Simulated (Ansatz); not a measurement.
**W, response to strain**

Start from W in the bcc (W type) structure (space group Im-3m, No. 229; a = 3.1353 Å; relaxed with 0.1 eV smearing). Axes: x, y, z lie along the cube axes.

Strains are applied to the cell and any free atomic positions relax; under biaxial strain the out-of-plane vector relaxes too.

Level of theory: LDA (Ansatz, a first-principles code; PAW; 420 eV plane waves; spin-orbit coupling left out).

Notes on the quantities. pressure: mean of the normal stresses, compression positive.

```csv
change,out-of-plane strain,pressure
base,–,0.0 GPa
"biaxial strain −3.00 %, plane normal [001], relaxed out of plane",+2.66 %,13.0 GPa
"biaxial strain −2.00 %, plane normal [001], relaxed out of plane",+1.69 %,8.5 GPa
"biaxial strain −1.00 %, plane normal [001], relaxed out of plane",(withheld),4.2 GPa
"biaxial strain −0.50 %, plane normal [001], relaxed out of plane",(withheld),2.1 GPa
"biaxial strain +0.50 %, plane normal [001], relaxed out of plane",-0.39 %,-2.0 GPa
"biaxial strain +1.00 %, plane normal [001], relaxed out of plane",-0.77 %,-3.9 GPa
"biaxial strain +1.50 %, plane normal [001], relaxed out of plane",-1.13 %,-5.8 GPa
"biaxial strain +2.00 %, plane normal [001], relaxed out of plane",-1.49 %,-7.6 GPa
"biaxial strain +3.00 %, plane normal [001], relaxed out of plane",-2.19 %,-11.0 GPa
```

Problem. Some entries are withheld; estimate them.

Solution. 
- biaxial strain −1.00 %, plane normal [001], relaxed out of plane, out-of-plane strain: +0.81 %
- biaxial strain −0.50 %, plane normal [001], relaxed out of plane, out-of-plane strain: +0.40 %

Whether these cells are dynamically stable was not tested. All final runs are without spin polarisation.
